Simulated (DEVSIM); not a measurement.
System: GaSb p-n junction from an implanted or diffused profile, at 350 K.

| layer (left to right) | material | thickness (μm) | Nd (cm⁻³) | τn (s) | τp (s) |
|---|---|---|---|---|---|
| 1 | GaSb | 160 | 2.4e16 | 6.5e-8 | 6.5e-8 |

Added acceptor profile: 8.8e17 cm⁻³ × exp(−(x − 0.028 μm)²/(2·(0.021 μm)²)). Left contact: ohmic. Right contact: ohmic. Voltage is applied to the left contact. Recombination: SRH at mid-gap, radiative. Mobility is μmin + (μ − μmin)/(1 + (N/Nref)^α).

The device is made up for the run: typed textbook-type constants, with dimensions and the other settings drawn at random. Values at 300 K; Nc and Nv go as T^1.5, mobilities as T to minus their exponent, the gap by Varshni's rule with the affinity fixed.

```tsv
parameter	GaSb
gap (eV)	0.726
affinity (eV)	4.06
permittivity	15.7
Nc (cm⁻³)	2.1e17
Nv (cm⁻³)	1.8e19
μn (cm²/Vs)	5000
μp (cm²/Vs)	850
μn,min	1000
μp,min	190
Nref,n	2.8e17
Nref,p	9e17
αn	1.05
αp	0.65
T exponent of μn	2
T exponent of μp	1.7
B (cm³/s)	1e-10
Varshni α (eV/K)	0.00042
Varshni β (K)	140
```

Model (solved in DEVSIM): 1D drift-diffusion, Boltzmann statistics, complete ionisation; no tunnelling, impact ionisation, image-force lowering or self-heating.

The temperature was swept, all else fixed.

```json
[
 {"temperature (K)": "250", "potential step across the device at zero bias (V)": "0.624", "dark forward voltage at 100 A/cm² (V)": "0.572"},
 {"temperature (K)": "300", "potential step across the device at zero bias (V)": "0.567", "dark forward voltage at 100 A/cm² (V)": "0.519"},
 {"temperature (K)": "350", "potential step across the device at zero bias (V)": "0.508", "dark forward voltage at 100 A/cm² (V)": "0.468"},
 {"temperature (K)": "400", "potential step across the device at zero bias (V)": "0.446", "dark forward voltage at 100 A/cm² (V)": "0.419"},
 {"temperature (K)": "450", "potential step across the device at zero bias (V)": "0.382", "dark forward voltage at 100 A/cm² (V)": "0.372"},
 {"temperature (K)": "500", "potential step across the device at zero bias (V)": "0.317", "dark forward voltage at 100 A/cm² (V)": "0.329"}
]
```

From the first row to the last the potential step across the device at zero bias goes from 0.624 to 0.317. From the first row to the last the dark forward voltage at 100 A/cm² goes from 0.572 to 0.329.
